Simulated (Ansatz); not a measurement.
Consider Si in the diamond structure (space group Fd-3m, No. 227; a = 5.4338 Å). Axes: x, y, z lie along the cube axes.

Method: Ansatz (a program for electronic structure) PBEsol, no spin-orbit coupling.

Strains are applied to the cell and any free atomic positions relax; under biaxial strain the out-of-plane vector relaxes too.

One change was made to it. Results:

```csv
quantity,base,after
"valence-band top at Γ (three highest levels, from the VBM)","0.00, 0.00, 0.00 eV","0.00, -0.07, -0.07 eV"
smallest direct gap,2.52 eV,2.44 eV
```

Task: Which change produced these results?
A. biaxial strain +0.53 %, plane normal [111], relaxed out of plane
B. strain tensor (xx, yy, zz, yz, xz, xy) = (−0.58, −0.61, −0.39, +0.95, −0.17, +0.18) %
C. biaxial strain −1.09 %, plane normal [110], relaxed out of plane
D. biaxial strain +0.82 %, plane normal [111], relaxed out of plane
E. biaxial strain −0.19 %, plane normal [110], relaxed out of plane

Result: A, biaxial strain +0.53 %, plane normal [111], relaxed out of plane. For comparison, the valence-band top at Γ in the other runs: biaxial strain +0.82 %, plane normal [111], relaxed out of plane gives 0.00, -0.11, -0.11 eV; biaxial strain −1.09 %, plane normal [110], relaxed out of plane gives 0.00, -0.03, -0.17 eV; biaxial strain −0.19 %, plane normal [110], relaxed out of plane gives 0.00, 0.00, -0.03 eV; strain tensor (xx, yy, zz, yz, xz, xy) = (−0.58, −0.61, −0.39, +0.95, −0.17, +0.18) % gives 0.00, -0.11, -0.19 eV.

Gaps are Kohn–Sham eigenvalue differences; semilocal functionals usually give less than the measured gap. Whether these cells are dynamically stable was not tested. The zero or small gap of Si under biaxial strain −1.09 %, plane normal [110], relaxed out of plane and Si under strain tensor (xx, yy, zz, yz, xz, xy) = (−0.58, −0.61, −0.39, +0.95, −0.17, +0.18) % can change with the level of theory.
